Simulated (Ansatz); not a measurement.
SiC under a change: tensor shear ε_xy = +1.43 %

The parent structure is SiC in the zinc blende structure (space group F-43m, No. 216; a = 4.3563 Å). Axes: x, y, z lie along the cube axes.

One thing is altered: a pure shear with ε_xy = ε_yx = 0.0143, atoms relaxed at fixed cell.

Method: r2SCAN, PAW, 500 eV (Ansatz, a quantum-chemistry and plane-wave program; no SOC). k-mesh 13×13×13 (Γ-centred); smearing 0.05 eV (Fermi–Dirac).

```json
[
 {"quantity": "volume per atom", "base": "10.33 Å³", "changed": "10.33 Å³", "shift": "0.00 Å³"},
 {"quantity": "space group", "base": "F-43m (No. 216)", "changed": "Imm2 (No. 44)", "shift": "–"},
 {"quantity": "shortest interatomic distance", "base": "1.886 Å", "changed": "1.875 Å", "shift": "-0.011 Å"},
 {"quantity": "energy relative to the base (free energy F)", "base": "0 meV/atom", "changed": "+6.9 meV/atom", "shift": "+6.9 meV/atom"},
 {"quantity": "band gap", "base": "1.71 eV", "changed": "1.53 eV", "shift": "-0.186 eV"},
 {"quantity": "gap character", "base": "–", "changed": "indirect, Γ → X", "shift": "–"},
 {"quantity": "smallest direct gap", "base": "5.05 eV", "changed": "4.74 eV", "shift": "-0.31 eV"},
 {"quantity": "valence-band top at Γ (three highest levels, from the VBM)", "base": "0.00, 0.00, 0.00 eV", "changed": "0.00, -0.15, -0.28 eV", "shift": "–"},
 {"quantity": "valley order (the lowest conduction-band minima on the path, energy above the VBM, named in the base's zone)", "base": "X along ⟨100⟩ 1.71 eV", "changed": "X along [001] 1.53 eV; X along [010] 1.57 eV", "shift": "–"},
 {"quantity": "stress (xx, yy, zz, yz, xz, xy; compression positive)", "base": "–", "changed": "(0.20, 0.20, -0.01, 0.00, 0.00, -7.47) GPa", "shift": "–"}
]
```

The cells carry an imposed strain or load. Whether these cells are dynamically stable was not tested. k-point labels follow each cell's own Brillouin zone.
